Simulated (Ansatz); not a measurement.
## InSb under a change: biaxial strain +2.08 %, plane normal [111], relaxed out of plane

The parent structure is InSb in the zinc blende structure (space group F-43m, No. 216; a = 6.5189 Å). Axes: x, y, z lie along the cube axes.

Now apply this change: tensile biaxial strain of 2.08 % in the plane normal to [111], as in epitaxy on a mismatched substrate; the out-of-plane cell vector and the atoms relax.

Calculations: PBEsol (Ansatz, an electronic-structure program; PAW; 420 eV plane waves; no SOC). Settings: 12×12×12 k-points, 0.05 eV Fermi–Dirac smearing.

- Space group: R3m (No. 160) (base F-43m (No. 216))
- Shortest interatomic distance: 2.828 Å (base 2.823 Å)
- Energy relative to the base (free energy F): +7.9 meV/atom
- Pressure (mean of the normal stresses, compression positive): -1.1 GPa (base 0.0 GPa)
- Band gap: 0.05 eV (uncertain: the edges found look like a band crossing or inverted bands; the changed cell) (base zero)
- Out-of-plane strain: -1.27 % (rough)
- Mean in-plane stress (compression positive): -1.7 GPa (rough)

Final structure (turned so that z lies along the plane normal):

```xyz
2
Lattice="4.7054 0.0000 0.0000 2.3527 4.0750 0.0000 2.3527 -1.3583 3.7160" Properties=species:S:1:pos:R:3 pbc="T T T"
In     0.0000     0.0000    -0.0206
Sb     4.7054     0.0000     2.8076
```

Without a gap, meshes like the base's 12×12×12 leave anisotropic stresses uncertain by several tenths of a GPa, and small strain energies with them. Spin-orbit coupling, missing from the scalar runs, can matter with Sb. Whether these cells are dynamically stable was not tested. All final runs are without spin polarisation. A zero or small gap of InSb can be the functional's error rather than a property of the material.
